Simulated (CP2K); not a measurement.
A self-consistent single point of Hg₃Ge (P6_3/mmc, 8 atoms in the cell) with CP2K.

Method: CP2K 2026.2 with PBEsol, GPW, DZVP-MOLOPT-SR-GTH basis, GTH-PBE potentials (GTH_POTENTIALS).

```
CELL_PARAMETERS angstrom
      6.47046     0.00000     0.00000
     -3.23523     5.60358     0.00000
      0.00000     0.00000     5.24724
ATOMIC_POSITIONS crystal
  Ge 0.66667 0.33333 0.25000
  Ge 0.33333 0.66667 0.75000
  Hg 0.33728 0.16864 0.75000
  Hg 0.66272 0.83136 0.25000
  Hg 0.16864 0.33728 0.25000
  Hg 0.83136 0.66272 0.75000
  Hg 0.83136 0.16864 0.75000
  Hg 0.16864 0.83136 0.25000
```

Reference input (self-consistent single point, DFT LDA (Pade form), GPW, DZVP-MOLOPT-SR-GTH basis, GTH-PADE potentials (GTH_POTENTIALS)): CUTOFF = 500 Ry; REL_CUTOFF = 60 Ry; SMEAR/METHOD = GAUSSIAN; SIGMA = 0.1 eV; KPOINTS/SCHEME = MONKHORST-PACK 3 3 4; GAMMA_CENTERED = T; XC_FUNCTIONAL = PADE; Ge/BASIS_SET = DZVP-MOLOPT-SR-GTH; Ge/POTENTIAL = GTH-PADE-q4; Hg/BASIS_SET = DZVP-MOLOPT-SR-GTH; Hg/POTENTIAL = GTH-PADE-q12; METHOD = GPW. This run's input differs from it in these lines:

```diff
@@ -43,3 +43,6 @@
     &XC
-      &XC_FUNCTIONAL PADE
+      &XC_FUNCTIONAL
+        &PBE
+          PARAMETRIZATION PBESOL
+        &END PBE
       &END XC_FUNCTIONAL
@@ -80,3 +83,3 @@
       BASIS_SET DZVP-MOLOPT-SR-GTH
-      POTENTIAL GTH-PADE-q4
+      POTENTIAL GTH-PBE-q4
     &END KIND
@@ -84,3 +87,3 @@
       BASIS_SET DZVP-MOLOPT-SR-GTH
-      POTENTIAL GTH-PADE-q12
+      POTENTIAL GTH-PBE-q12
     &END KIND
```

Output, abridged:

```
 SCF WAVEFUNCTION OPTIMIZATION

  Step     Update method      Time    Convergence         Total energy    Change
     1 NoMix/Diag. 0.20E+00      -     0.47754426      -254.6714194994 -2.55E+02
     2 Broy./Diag. 0.20E+00      -     0.04755595      -257.5225214883 -2.85E+00
     3 Broy./Diag. 0.20E+00      -     0.07866152      -255.5412568635  1.98E+00
     4 Broy./Diag. 0.20E+00      -     0.00992727      -254.1515994354  1.39E+00
     5 Broy./Diag. 0.20E+00      -     0.00638943      -254.0553348937  9.63E-02
     6 Broy./Diag. 0.20E+00      -     0.00127347      -254.1209336282 -6.56E-02
   [... 3 lines left out ...]
    10 Broy./Diag. 0.20E+00      -     0.00002455      -254.1257048720 -2.15E-04
    11 Broy./Diag. 0.20E+00      -     0.00000133      -254.1255833906  1.21E-04
    12 Broy./Diag. 0.20E+00      -     0.00000249      -254.1255656130  1.78E-05
    13 Broy./Diag. 0.20E+00      -     0.00000003      -254.1255661561 -5.43E-07
  *** SCF run converged in    13 steps ***

  Overlap energy of the core charge distribution:               0.00000000002336
  Self energy of the core charge distribution:               -444.31304435339882
  Core Hamiltonian energy:                                    134.25101564042103
  Hartree energy:                                              93.32710236897159
  Exchange-correlation energy:                                -37.38992775772214
  Smearing free energy correction:                             -0.00071205423725
  Fermi energy:                                                 0.24348643972925

  Total energy:                                              -254.12556615611635
  Total energy (extrapolated to sigma->0):                   -254.12521012899774

   [... lines left out ...]

 STRESS| Analytical stress tensor [bar]
 STRESS|                        x                   y                   z
 STRESS|      x       -1.67730631521E+04  -5.05948987284E-02  -3.55409705431E-09
 STRESS|      y       -5.05948987284E-02  -1.67730665527E+04   3.66114000008E-09
 STRESS|      z       -3.55409705431E-09   3.66114000008E-09  -6.05061601396E+04
 STRESS| 1/3 Trace                                            -3.13507632815E+04
```

The run converged in 13 iterations. Against the reference run the pressure goes from -5.71 to -3.14 GPa and the largest force goes from 0.025 to 0.007 eV/Å.

The starting cell comes from a database of computed structures (which also holds hypothetical and non-ambient phases and stackings), without a prior relaxation at this level. Values carry the incompleteness of an atom-centred basis. The potentials were made for another functional than the one used. With a pressure of about -3 GPa the cell is away from its equilibrium volume at this level.

Cost on one core of a shared machine: roughly 50 s.
